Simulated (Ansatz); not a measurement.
An Ansatz (a first-principles code) input (PBEsol (Ansatz, PAW, without spin-orbit coupling)):

Ansatz 0.2 input:
```yaml
crystal:
  lattice:
    - [7.8831696847, 0, 0]
    - [0, 4.4659264372, 0]
    - [0, 0, 9.2959750538]
  atoms:
    - { symbol: La, position: [0.2359525397, 0.25, 0.6317708532] }
    - { symbol: La, position: [0.7640474603, 0.75, 0.3682291468] }
    - { symbol: La, position: [0.2640474603, 0.75, 0.1317708532] }
    - { symbol: La, position: [0.7359525397, 0.25, 0.8682291468] }
    - { symbol: Te, position: [0.4631915832, 0.25, 0.3320401559] }
    - { symbol: Te, position: [0.5368084168, 0.75, 0.6679598441] }
    - { symbol: Te, position: [0.0368084168, 0.75, 0.8320401559] }
    - { symbol: Te, position: [0.9631915832, 0.25, 0.1679598441] }
    - { symbol: Cl, position: [0.863970933, 0.25, 0.5603358964] }
    - { symbol: Cl, position: [0.136029067, 0.75, 0.4396641036] }
    - { symbol: Cl, position: [0.636029067, 0.75, 0.0603358964] }
    - { symbol: Cl, position: [0.363970933, 0.25, 0.9396641036] }
basis: { ecutwfc: 420, ecutrho_ratio: 4, xc_grid: 2, fft_grid_basis: typed }
kpoints: { mp_grid: { grid: [4, 6, 3] } }
hamiltonian:
  xc: pbesol
  dispersion: none
  pseudopotentials: { kind: paw }
scf: { occupations: { method: fermi_dirac, width: 0.05 }, convergence: { dr2_threshold: 0.0000000012 } }
output: { forces: true, stress: true }
```

Q: Which symmetry and how many k-points will the program report, and about how many plane waves at Γ?

A: Space group Pnma (ITA 62) with 8 operations, k-points 24 of 72, and 6411 plane waves at Γ.

Whether these cells are dynamically stable was not tested. The cell is LaTeCl (space group Pnma, No. 62; a cell from a computed database, its experimental status unchecked).
